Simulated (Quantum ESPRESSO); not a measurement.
Troubleshooting Quantum ESPRESSO: a failed run on SiO2 (P3_121, 9 atoms in the cell). The aim is a self-consistent single point with DFT, PBE, plane waves, GBRV 1.5 ultrasoft (PBE) pseudopotentials.

This input was run:

```fortran
&control
  calculation = 'scf'
  outdir = './work'
  pseudo_dir = './pseudo/'
  verbosity = 'high'
  tprnfor = .true.
  tstress = .true.
/
&system
  ibrav = 0
  nat = 9
  ntyp = 2
  ecutwfc = 40
  ecutrho = 200
  occupations = 'smearing'
  smearing = 'gaussian'
  degauss = 0.0036749
/
&electrons
  conv_thr = 1.0d-10
/
ATOMIC_SPECIES
Si    28.0850  si_pbe_v1.uspp.F.UPF
O     15.9990  o_pbe_v1.2.uspp.F.UPF
ATOMIC_POSITIONS crystal
Si    0.5310900000    0.5310900000    0.0000000000
Si    0.4689100000    0.0000000000    0.3333333333
Si    0.0000000000    0.4689100000    0.6666666667
O     0.2692200000    0.4133900000    0.7848900000
O     0.5866100000    0.8558300000    0.1182233333
O     0.1441700000    0.7307800000    0.4515566667
O     0.4133900000    0.2692200000    0.2151100000
O     0.8558300000    0.5866100000    0.8817766667
O     0.7307800000    0.1441700000    0.5484433333
K_POINTS automatic
6 6 4  0 0 0
CELL_PARAMETERS angstrom
   4.8343645571     0.0000000000     0.0000000000
  -2.4171822785     4.1866825176     0.0000000000
   0.0000000000     0.0000000000     5.3422270000
```

Output, abridged:

```
 %%%%%%%%%%%%%%%%%%%%%%%%%%%%%%%%%%%%%%%%%%%%%%%%%%%%%%%%%%%%%%%%%%%%%%%%%%%%%%
     Error in routine readpp (1):
     file ./pseudo/si_pbe_v1.uspp.F.UPF not found
 %%%%%%%%%%%%%%%%%%%%%%%%%%%%%%%%%%%%%%%%%%%%%%%%%%%%%%%%%%%%%%%%%%%%%%%%%%%%%%

     stopping ...
```

**Question.** From the messages shown, name the fault and mend the input.

**Answer.** The fault is a wrong folder for the potentials. The files are not in the folder that the input names. To fix it, correct the folder. The program stopped before any SCF iteration.

The sound input it was made from differs as follows (other fixes are possible):
```diff
-  pseudo_dir = './pseudo/'
+  pseudo_dir = './'
```

With that input, the run converged in 12 iterations: free energy E − TS -3041.2054 eV; top of the valence band (on the code's own zero) 2.93 eV; gap on the k-point mesh 6.33 eV; pressure 17.06 GPa; largest force (vector length) 0.913 eV/Å (DFT, PBE, plane waves, GBRV 1.5 ultrasoft (PBE) pseudopotentials).

On the sound input: the starting cell comes from a database of computed structures (which also holds hypothetical and non-ambient phases and stackings), without a prior relaxation at this level. Its lattice was rescaled by a random factor within 2.5 % of one. With a pressure of about 17 GPa the cell is away from its equilibrium volume at this level.
